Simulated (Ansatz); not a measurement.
# SnTe, pressure series

Consider SnTe in the rock salt structure (space group Fm-3m, No. 225; a = 6.409 Å).

Cell and atoms are relaxed at each pressure.

All numbers come from plane-wave PAW DFT at the PBE level (Ansatz, an electronic-structure program, 420 eV), without spin-orbit coupling, earlier PAW set.

```json
[
 {"pressure (GPa)": "-2", "volume per atom (Å³/atom)": "34.809"},
 {"pressure (GPa)": "-1", "volume per atom (Å³/atom)": "33.794"},
 {"pressure (GPa)": "0", "volume per atom (Å³/atom)": "32.910"},
 {"pressure (GPa)": "0.9", "volume per atom (Å³/atom)": "?"},
 {"pressure (GPa)": "15", "volume per atom (Å³/atom)": "26.282"},
 {"pressure (GPa)": "22.5", "volume per atom (Å³/atom)": "24.555"},
 {"pressure (GPa)": "30", "volume per atom (Å³/atom)": "23.261"}
]
```

### Question
Fit the third-order Birch–Murnaghan form P(V) = (3B₀/2)[(V₀/V)^(7/3) − (V₀/V)^(5/3)]·[1 + (3/4)(B₀′ − 4)((V₀/V)^(2/3) − 1)] (squares taken in P) to the rows shown and predict the withheld row.

### Answer
Least squares on the printed values gives V₀ = 32.934 Å³/atom, B₀ = 41.0 GPa, B₀′ = 4.2; this predicts 32.250 Å³/atom, and the run gives 32.230 Å³/atom, 0.020 lower.

Measured bulk modulus of SnTe: 37.8 GPa (temperature not stated; as listed in Cormac Toher et al., Physical Review Materials (2017)); the computed value is for a static lattice, so the two differ by thermal effects too.

Load acts through the strain it causes; cell and atoms are relaxed under it. Stability against distortions was not tested. Competing high-pressure phases were not computed. The final runs are not spin-polarised.
